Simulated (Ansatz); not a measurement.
Given:

```yaml
crystal:
  lattice:
    - [3.17471, 0.00000, 0.00000]
    - [-1.58735, 2.74938, 0.00000]
    - [0.00000, 0.00000, 4.05904]
  atoms:
    - { symbol: Hf, position: [0.00000, 0.00000, 0.00000] }
    - { symbol: O, position: [0.33333, 0.66667, 0.23722] }
    - { symbol: O, position: [0.66667, 0.33333, 0.76278] }
```

A single point on hypothetical CdI2 type HfO2 with a change (pressure 9 GPa), its geometry relaxed with PBEsol-D3(BJ).

Method: Ansatz (a quantum-chemistry and plane-wave program) PBEsol, with spin-orbit coupling. Γ-centred 12×12×7 mesh, Fermi–Dirac width 0.05 eV.

Q: Predict the gap character and width of the top valence band.

A: 
```json
{
  "gap_character": "indirect, Γ → M",
  "width_of_the_top_valence_band": "1.57 eV"
}
```

Single points use the geometry relaxed with PBEsol-D3(BJ). Load acts through the strain it causes; cell and atoms are relaxed under it. Stability against distortions was not tested. Competing high-pressure phases were not computed. The cell was made from HfO2 in the CdI2 type structure (space group P-3m1, No. 164; a hypothetical phase, not in the database extracts checked; layered, stacked along the Cartesian z axis) by this change: pressure 9 GPa.
